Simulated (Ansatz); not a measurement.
Base system: Ru in the hcp (Mg type) structure (space group P6_3/mmc, No. 194; a = 2.691 Å, c = 4.249 Å; relaxed with 0.1 eV smearing). Axes: x lies along a and z along c of the hexagonal cell.

Level of theory: PBEsol (Ansatz, an electronic-structure program), without spin-orbit coupling.

It is then changed as follows: an isotropic linear strain of −1.50 %; the atoms relax in the strained cell.

Problem. Predict the stress tensor and what it implies for the stiffness.

Solution. Stress of the strained cell less that of the base (GPa, compression positive):
```
   17.1     0.0     0.0
    0.0    17.1     0.0
    0.0     0.0    18.3
```

Then B = −ΔP/(ΔV/V₀) with ΔV/V₀ = -0.0443 gives secant stiffness values (nonlinear terms included at this strain): B (at held cell shape, above the free-shape value) ≈ 395 GPa.

As a check, the harmonic strain energy −½ V₀ Δσ:ε is 33 meV/atom; the computed energy rise is 31 meV/atom.

Whether these cells are dynamically stable was not tested. The final runs are not spin-polarised.
